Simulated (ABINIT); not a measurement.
A self-consistent single point of Sr2Ir (Fm-3m, 3 atoms in the cell) with ABINIT.

Level of theory: PBEsol, norm-conserving pseudopotentials (PseudoDojo nc-sr-04 PBEsol standard) (plane waves; ABINIT).

```
Sr2Ir
1.0
    0.00000     3.58442     3.58442
    3.58442     0.00000     3.58442
    3.58442     3.58442     0.00000
Sr Ir
2 1
Direct
  0.75000   0.75000   0.75000
  0.25000   0.25000   0.25000
  0.00000   0.00000   0.00000
```

Reference input (self-consistent single point, DFT, LDA (PW92), plane waves, norm-conserving pseudopotentials (PseudoDojo nc-sr-04 LDA standard)): pseudos = [Sr.upf, Ir.upf]; ecut = 925 eV; occopt = 7; tsmear = 0.136 eV; ngkpt = 6 6 6; nshiftk = 1; shiftk = 0 0 0; potentials = PseudoDojo nc-sr-04 LDA standard; nband = 25; kptopt = 1; nstep = 80; tolvrs = 1e-10. This run's input differs from it in these lines:

```diff
@@ -1,2 +1,2 @@
-# Sr2Ir, PseudoDojo nc-sr-04 LDA standard
+# Sr2Ir, PseudoDojo nc-sr-04 PBEsol standard
 pp_dirpath "./"
```

Its files differ too (potentials: PseudoDojo nc-sr-04 LDA standard → PseudoDojo nc-sr-04 PBEsol standard).

The program printed (abridged):

```
--- !BeginCycle
solver: {iscf: 7, nstep: 80, nline: 4, wfoptalg: 0, }
tolerances: {tolvrs: 1.00E-10, }
...

     iter   Etot(hartree)      deltaE(h)  residm     vres2
 ETOT  1  -182.96631447019    -1.830E+02 1.737E-01 1.563E+03
 ETOT  2  -182.39941982074     5.669E-01 1.542E-02 6.526E+03
 ETOT  3  -183.21700363848    -8.176E-01 1.266E-02 4.391E+02
 ETOT  4  -183.26744234656    -5.044E-02 3.971E-03 4.789E+00
 ETOT  5  -183.26810568948    -6.633E-04 2.151E-03 8.095E-02
   [... 3 lines left out ...]
 ETOT  9  -183.26811314043    -8.713E-08 4.282E-04 4.816E-06
 ETOT 10  -183.26811314127    -8.405E-10 5.071E-04 6.687E-08
 ETOT 11  -183.26811314127     1.933E-12 2.289E-04 1.851E-09
 ETOT 12  -183.26811314127    -3.098E-12 4.796E-04 5.111E-12
 At SCF step   12       vres2   =  5.11E-12 < tolvrs=  1.00E-10 =>converged.

 Cartesian components of stress tensor (hartree/bohr^3)
  sigma(1 1)=  2.45274520E-05  sigma(3 2)=  0.00000000E+00
  sigma(2 2)=  2.45274520E-05  sigma(3 1)=  0.00000000E+00
  sigma(3 3)=  2.45274520E-05  sigma(2 1)=  0.00000000E+00

 ----iterations are completed or convergence reached----

 reduced coordinates (array xred) for    3 atoms
       0.750000000000      0.750000000000      0.750000000000
       0.250000000000      0.250000000000      0.250000000000
       0.000000000000      0.000000000000      0.000000000000
 cartesian forces (eV/Angstrom) at end:
    1      0.00000000000000    -0.00000000000000     0.00000000000000
    2     -0.00000000000000     0.00000000000000    -0.00000000000000
   [... lines left out ...]
 Fermi (or HOMO) energy (hartree) =   0.26173   Average Vxc (hartree)=  -0.35725
 Fermi (or HOMO) energy (eV) =   7.12199   Average Vxc (eV)=  -9.72131
   [... lines left out ...]
total_energy        : -1.83268113141272E+02
total_energy_eV     : -4.98697897598505E+03
band_energy         : -2.06946106461765E+01
...

-Cartesian components of stress tensor (GPa)         [Pressure= -7.2162E-01 GPa]
- sigma(1 1)=  7.21622430E-01  sigma(3 2)=  0.00000000E+00
- sigma(2 2)=  7.21622430E-01  sigma(3 1)=  0.00000000E+00
- sigma(3 3)=  7.21622430E-01  sigma(2 1)=  0.00000000E+00

 Calculation completed.
```

The run converged in 12 iterations. Against the reference run the pressure goes from -2.55 to -0.72 GPa.

The starting cell comes from a database of computed structures (which also holds hypothetical and non-ambient phases and stackings), without a prior relaxation at this level. Its lattice was rescaled by a random factor within 2.5 % of one. Spin polarisation is off.

Cost on one core of a shared machine: roughly 2 min.
